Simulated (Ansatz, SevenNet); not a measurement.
For TiAl3 (I4/mmm, No. 139), the machine-learned potential SevenNet-0 (trained on PBE and PBE+U data) gives:

```
Item                                    Result
------------------------------  --------------
equilibrium lattice constant a         3.836 Å
c axis length                          8.677 Å
Voigt–Reuss–Hill shear modulus        23.1 GPa
formation enthalpy              -0.399 eV/atom
```

What does r²SCAN (plane waves, PAW; Ansatz, an electronic-structure program) give for the same quantities?


- lattice constant a: 3.824 Å (drops by 0.3 %)
- lattice parameter c: 8.560 Å (shrinks by 1.3 %)
- Voigt–Reuss–Hill shear modulus: 98.1 GPa (rises by 320 %)
- formation enthalpy: -0.436 eV/atom (moves by -0.037 eV/atom)

For comparison: formation enthalpy -0.379 ± 0.01 eV/atom (measured, 298 K, copied from a table, unchecked, not corrected to a static lattice; as tabulated in Wang et al. (2021), doi:10.1038/s41598-021-94550-5).

Changes are worked out from the printed values.

Unless a cell is named, each level is at its own relaxed cell (SevenNet-0 15.96, r²SCAN 15.65 Å³/atom).

Ansatz's density-functional and Hartree–Fock values are scalar-relativistic unless marked +SOC, with PAW data made under PBE.
